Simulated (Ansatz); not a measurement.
The reference is PbS in the rock salt structure (space group Fm-3m, No. 225; a = 6.009 Å). Axes: x, y, z lie along the cube axes.

Computed with PBE/PAW in Ansatz (a program for electronic structure), no SOC.

The change: an isotropic linear strain of −0.50 %, atoms relaxed at fixed cell.

Task: Predict the stress tensor and what it implies for the stiffness.

Result: Stress of the strained cell less that of the base (GPa, compression positive):
```
   0.82    0.00    0.00
   0.00    0.82    0.00
   0.00    0.00    0.82
```

Then B = −ΔP/(ΔV/V₀) with ΔV/V₀ = -0.0149 gives secant stiffness values (nonlinear terms included at this strain): B ≈ 55 GPa.

Stability against distortions was not tested.
